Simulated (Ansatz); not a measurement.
The reference is NiSi (space group Pnma, No. 62; non-magnetic).

```cif
data_Ni4Si4
_chemical_formula_sum 'Ni4 Si4'
_space_group_name_H-M_alt 'Pnma'
_space_group_IT_number 62
_space_group_name_Hall '-P 2ac 2n'
_cell_length_a 5.11890
_cell_length_b 3.34227
_cell_length_c 5.56343
_cell_angle_alpha 90.000
_cell_angle_beta 90.000
_cell_angle_gamma 90.000
loop_
_space_group_symop_operation_xyz
  'x, y, z'
  '-x, -y, -z'
  '-x+1/2, -y, z+1/2'
  'x+1/2, y, -z+1/2'
  'x+1/2, -y+1/2, -z+1/2'
  '-x+1/2, y+1/2, z+1/2'
  '-x, y+1/2, -z'
  'x, -y+1/2, z'
loop_
_atom_site_label
_atom_site_type_symbol
_atom_site_symmetry_multiplicity
_atom_site_Wyckoff_symbol
_atom_site_fract_x
_atom_site_fract_y
_atom_site_fract_z
_atom_site_occupancy
Ni1 Ni 4 c 0.00768 0.25000 0.81126 1
Si1 Si 4 c 0.17882 0.25000 0.41658 1
```

All numbers come from r2SCAN (Ansatz, an electronic-structure program; PAW; 500 eV plane waves; no SOC).

Before the change:

| Quantity | Result |
|---|---|
| Volume per atom | 11.90 Å³ |
| Band gap | zero |

Perturbation: a hydrostatic pressure of 0.7 GPa.

Question: What does the calculation give for the volume per atom and band gap after the change?

Answer: The volume per atom falls by 0.05 Å³, from 11.90 Å³ to 11.85 Å³; the band gap remains zero.

Load acts through the strain it causes; cell and atoms are relaxed under it. Whether these cells are dynamically stable was not tested. Starting moments died away, wholly or in part, for the base; another magnetic solution may exist. All final runs are without spin polarisation.
